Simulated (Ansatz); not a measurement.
For GePd (model structure, started from the rocksalt type, Fm-3m, No. 225, 2 atoms in the cell), PBEsol (Ansatz, an electronic-structure program, plane waves, PAW) gives:

- lattice constant a = 5.130 Å
- formation enthalpy = -0.136 eV/atom

Q: What does r²SCAN (Ansatz, plane waves, PAW) give for the same quantities?

A: 
- lattice constant a: 5.168 Å (goes up by 0.7 %)
- formation enthalpy: -0.060 eV/atom (moves by +0.076 eV/atom)

Changes are worked out from the printed values.

Unless a cell is named, each level is at its own relaxed cell (PBEsol 16.88, r²SCAN 17.25 Å³/atom).

The crystal itself was run without spin with r²SCAN; a magnetic state was not tried in these runs.

Ansatz's density-functional and Hartree–Fock values are scalar-relativistic unless marked +SOC, with PAW data made under PBE.

A model structure was made by putting elements into a prototype or built by hand; it is no filed structure, need not be a known phase, and can be a saddle point held by its symmetry.
